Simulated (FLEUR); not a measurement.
```
Yb
1.0
    0.00000     2.75187     2.75187
    2.75187     0.00000     2.75187
    2.75187     2.75187     0.00000
Yb
1
Cartesian
  0.00000   0.00000   0.00000
```

Level of theory: PBEsol, all-electron FLAPW (FLEUR), scalar-relativistic valence.

The set-up and first iterations of a FLEUR log for Yb (Fm-3m, 1 atom in the cell):

```
      Welcome to FLEUR        (www.flapw.de)
      MaX-Release 8.1          (www.max-centre.eu)

 ========== k-point set info ==========
 Selected k-point list: default-1
 k-point list type: mesh
 7 x 7 x 7
 Number of k points: 20

 ------------Calculation Setup---------------------------
           1           2           4           5          10          20
 Number of basis functions:          277
 Iteration:     1   Distance:      73.94542082 me/bohr^3
 Iteration:     2   Distance:      14.54867815 me/bohr^3
 Iteration:     3   Distance:      11.31509723 me/bohr^3
 Iteration:     4   Distance:      16.78820316 me/bohr^3
 Iteration:     5   Distance:       4.56862748 me/bohr^3
```

Question: How does the run end?

Answer: The run converged in 26 iterations. Convergence of the loop says nothing yet on basis, mesh or lower states. It ends on: free energy E − TS -382906.6653 eV; Fermi level (on the code's own zero) 5.05 eV. The log goes on:

```
   [... 17 lines left out ...]
 Iteration:    23   Distance:       0.00002899 me/bohr^3
 Iteration:    24   Distance:       0.00002265 me/bohr^3
 Iteration:    25   Distance:       0.00001990 me/bohr^3
 Iteration:    26   Distance:       0.00000287 me/bohr^3
 Run finished successfully
 Stop message:
   Structural relaxation: Done

[file out, last iteration]
             iter=     27
[...]
          total density-effective poten   -2.4241763406E+04
          total charge density-energy d   -2.9022923875E+02
 Updated energy parameters for spin:           1
[...]
 fermi energy and band-weighting factors:
    0.392441    0.426004    0.504367

[...]
FERMIE:
          first approx. to ef    (T=0)  :   0.184870 htr   (energy of the highest occ. eigenvalue)
          number of occ. states  (T=0)  :        240
          first approx. to seigv (T=0)  :  -5.088221 htr
          sum of weights of occ. states :  12.000000
          sum of semicore charge        :   0.000000 e
FERHIS:  Fermi-Energy by histogram:
          bandgap                     :   0.000265 htr
          charge neutrality (T=0)     :   0.000000    (zero if the highest occ. eigenvalue is "entirely" occupied)
   [... lines left out ...]
     EF_NEWTON:  Adjust Fermi-Energy by Newton-Method.
 Direct bandgap for spin            1 :    1.2130409092563327E-002  Htr
   [... lines left out ...]
 ---->    total energy=                   -14071.5572357208 htr
 ---->    (input%tkb*entropy) TS=              0.0031693711 htr
 ---->    free energy=                    -14071.5604050919 htr
      extrapolation for T->0
 ---->    total electron energy=          -14071.5588204064 htr
 ***** TOTAL FORCES ON ATOMS *****
 TOTAL FORCE FOR ATOM TYPE=  1  X=  0.000   Y=  0.000   Z=  0.000
                       FX_TOT= 0.000000 FY_TOT= 0.000000 FZ_TOT= 0.000000
 Structural relaxation: Done
```

The starting cell comes from a database of computed structures (which also holds hypothetical and non-ambient phases and stackings), without a prior relaxation at this level. Its lattice was rescaled by a random factor within 2.5 % of one. Spin-orbit coupling is off. Spin polarisation is off. Values depend on the basis (sphere radii, cutoffs, local orbitals), which need not be converged. The log's line on a gap gives a spacing of levels on this mesh, which the program prints for metals too.

FLEUR gives forces in its relaxation mode, with a further iteration, so its stop message speaks of a relaxation.

The run was DFT, PBEsol, all-electron FLAPW (FLEUR), scalar-relativistic valence. Main settings of its input:

```
key                            value
--------------------  --------------
Kmax                      3.8 1/bohr
GmaxXC                   15.2 1/bohr
xcFunctional                    PBEs
jspins                             1
l_soc                              F
mode                            hist
fermiSmearingEnergy   0.00367493 Htr
mesh (inpgen div1-3)           7 7 7
inpgen gamma flag              false
Gmax                     15.2 1/bohr
numbands                           0
maxIterBroyd                      25
```
